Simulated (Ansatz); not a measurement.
InAs, response to strain

Consider InAs in the zinc blende structure (space group F-43m, No. 216).

```yaml
crystal:
  lattice:
    - [0.00000, 3.04364, 3.04364]
    - [3.04364, 0.00000, 3.04364]
    - [3.04364, 3.04364, 0.00000]
  atoms:
    - { symbol: In, position: [0.00000, 0.00000, 0.00000] }
    - { symbol: As, position: [0.25000, 0.25000, 0.25000] }
```

Strains are applied to the cell and any free atomic positions relax.

Calculations: PBEsol (Ansatz, an electronic-structure program; PAW; 420 eV plane waves; no spin-orbit coupling).

Notes on the quantities. energy relative to the base: free energy F.

```csv
variant,band gap,pressure,energy relative to the base,shortest interatomic distance
base,zero,0.0 GPa,0 meV/atom,2.636 Å
isotropic strain −3.00 %,0.07 eV,6.3 GPa,+44 meV/atom,2.557 Å
isotropic strain −2.50 %,zero,___,___,2.570 Å
isotropic strain −2.00 %,zero,3.9 GPa,+19 meV/atom,2.583 Å
isotropic strain −1.50 %,zero,2.8 GPa,+11 meV/atom,2.596 Å
isotropic strain −0.50 %,zero,0.9 GPa,+1.1 meV/atom,2.623 Å
isotropic strain +0.50 %,zero,-0.8 GPa,+1.1 meV/atom,2.649 Å
isotropic strain +1.50 %,zero,-2.2 GPa,+9.4 meV/atom,2.675 Å
isotropic strain +2.00 %,zero,-2.9 GPa,+16 meV/atom,2.689 Å
isotropic strain +2.50 %,zero,-3.5 GPa,+25 meV/atom,2.702 Å
```

Q: Complete the table.

A: 
- isotropic strain −2.50 %, pressure: 5.1 GPa
- isotropic strain −2.50 %, energy relative to the base: +30 meV/atom

The mesh was chosen for an insulator and is coarse for the gapless case. No phonon test of stability was made. All final runs are without spin polarisation. The zero or small gap of InAs can change with the level of theory.
